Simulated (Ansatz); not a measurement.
Consider GaSe in the beta-GaS type structure (space group P6_3/mmc, No. 194; a = 3.769 Å, c = 15.960 Å; layered, stacked along the Cartesian z axis). Axes: x lies along a and z along c of the hexagonal cell.

Calculations: PBE-D3(BJ) (Ansatz, an electronic-structure program), no spin-orbit coupling.

Base values:

The hole mass is 0.082 mₑ along c, 1.5 mₑ across (at Γ). The volume per atom is 24.54 Å³.

Now apply this change: tensile biaxial strain of 0.48 % in the plane normal to [001], as in epitaxy on a mismatched substrate; the out-of-plane cell vector and the atoms relax.

What happens to the hole mass?

The hole mass goes from 0.082 mₑ along c, 1.5 mₑ across (at Γ) to 0.076 mₑ out of plane, 1.4 mₑ in plane (at Γ).

Predict the new volume per atom.

The volume per atom goes up by 0.18 Å³ (24.54 Å³ → 24.72 Å³).

The levels and masses belong to the bands next to the band gap. Masses are band curvatures over ±0.01 Å⁻¹ around the edge. No phonon test of stability was made.
